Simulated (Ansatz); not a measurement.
# CoTe (P6_3/mmc): resistivity and electron-phonon coupling

Here is the system:

```yaml
crystal:
  lattice:
    - [3.85111, 0.00000, 0.00000]
    - [-1.92555, 3.33516, 0.00000]
    - [0.00000, 0.00000, 5.20093]
  atoms:
    - { symbol: Co, position: [0.00000, 0.00000, 0.50000] }
    - { symbol: Co, position: [0.00000, 0.00000, 0.00000] }
    - { symbol: Te, position: [0.66667, 0.33333, 0.75000] }
    - { symbol: Te, position: [0.33333, 0.66667, 0.25000] }
```

Calculation: PBEsol, DFPT electron-phonon coupling, linearised Boltzmann equation (plane waves, PAW, scalar-relativistic; Ansatz, an electronic-structure program). Cell: relaxed with this functional, without spin-orbit coupling.

| Property | Result |
|---|---|
| resistivity at 300 K | 17.2 (x), 17.2 (y), 19.6 (z) μΩ·cm |
| resistivity at 77 K | 2.5 (x), 2.5 (y), 2.9 (z) μΩ·cm |
| electron mean free path at 300 K (weighted by the current that each state carries) | 6.3 (x), 6.3 (y), 5.4 (z) nm |
| Drude plasma energy | 4.8 (x), 4.8 (y), 5.2 (z) eV |

A metal at this level (no band gap). Only scattering by harmonic phonons is included (no impurities, grain boundaries, electron-electron scattering or thermal expansion). Spin-orbit coupling is left out. Halving the electron mesh (24x24x16) moves the resistivity by up to 9 % at 300 K, the mean free path by up to 8 %. Smearing 0.20 eV; phonons on a 4x4x3 q mesh, which this run doesn't test and which matters most at low temperature.

Formula and space group known from diffraction (Crystallography Open Database), not checked to be the room-temperature form: CoTe (P6_3/mmc). Treated as nonmagnetic (a ferromagnetic start lost its moment, other orders weren't tried): CoTe (P6_3/mmc).
